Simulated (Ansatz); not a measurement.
Fluorite PtAl2 was calculated with BLYP (PAW; Ansatz, a first-principles code).

Run with plane-wave cutoff 520 eV, 16×16×16 k mesh, Fermi–Dirac smearing 0.05 eV, scalar-relativistic PAW data made under PBE.

Computed points:

```csv
V (Å³/atom),E − E_lowest (meV/atom),P (GPa)
17.004,26.18,8.19
17.366,11.19,5.15
17.728,2.69,2.43
18.089,0.00,0.00
18.451,2.49,-2.16
18.813,9.59,-4.09
19.175,20.81,-5.81
```

**Question.** Fit the third-order Birch–Murnaghan equation and give B0 and B′.

**Answer.** V0 = 18.090 Å³/atom, B0 = 114 GPa, B′ = 4.7 (fit to the energies at full precision).

Spin–orbit coupling is not included.

Computed values are for the static lattice.

Cost on a shared machine: around 50 core-seconds (rough).
